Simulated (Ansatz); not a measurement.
Take GaN in the wurtzite structure (space group P6_3mc, No. 186; a = 3.1831 Å, c = 5.1836 Å) as the base. Axes: x lies along a and z along c of the hexagonal cell.

Structures relaxed with Ansatz (a quantum-chemistry and plane-wave program) r2SCAN, spin-orbit coupling left out.

Base:

Simulated powder pattern, Cu Kα, λ = 1.54184 Å (kinematic, ideal powder, no thermal factors, no anomalous dispersion; the 10 strongest lines at most, above 2 %, up to 2θ = 90°):

```json
[
 {"2θ (°)": "32.48", "I/Imax (%)": "43", "hkl": "(100)"},
 {"2θ (°)": "34.61", "I/Imax (%)": "36", "hkl": "(002)"},
 {"2θ (°)": "36.93", "I/Imax (%)": "100", "hkl": "(101)"},
 {"2θ (°)": "48.19", "I/Imax (%)": "21", "hkl": "(102)"},
 {"2θ (°)": "57.94", "I/Imax (%)": "30", "hkl": "(110)"},
 {"2θ (°)": "63.55", "I/Imax (%)": "31", "hkl": "(103)"},
 {"2θ (°)": "68.02", "I/Imax (%)": "4.4", "hkl": "(200)"},
 {"2θ (°)": "69.28", "I/Imax (%)": "26", "hkl": "(112)"},
 {"2θ (°)": "70.73", "I/Imax (%)": "15", "hkl": "(201)"},
 {"2θ (°)": "78.62", "I/Imax (%)": "4.5", "hkl": "(202)"}
]
```

After one change:

Simulated powder pattern, Cu Kα, λ = 1.54184 Å (kinematic, ideal powder, no thermal factors, no anomalous dispersion; the 10 strongest lines at most, above 2 %, up to 2θ = 90°):

```
2θ (°)  I/Imax (%)
------  ----------
32.22           44
34.74           35
36.73          100
48.11           21
57.45           30
63.58           30
67.41          4.5
68.91           27
70.15           15
78.12          4.6
```

### Question
Name the change that was made.
A) biaxial strain +0.79 %, plane normal [001], relaxed out of plane
B) uniaxial stress, 2 GPa tension along z
C) strain tensor (xx, yy, zz, yz, xz, xy) = (+0.46, +0.57, −2.54, −0.72, +1.00, −0.52) %
D) uniaxial strain ε_yy = +3.54 %

### Answer
A, biaxial strain +0.79 %, plane normal [001], relaxed out of plane. Its volume per atom is 11.51 Å³ against 11.37 Å³, and its space group is P6_3mc (No. 186).

Beyond what the load breaks, stability against distortions was not tested.
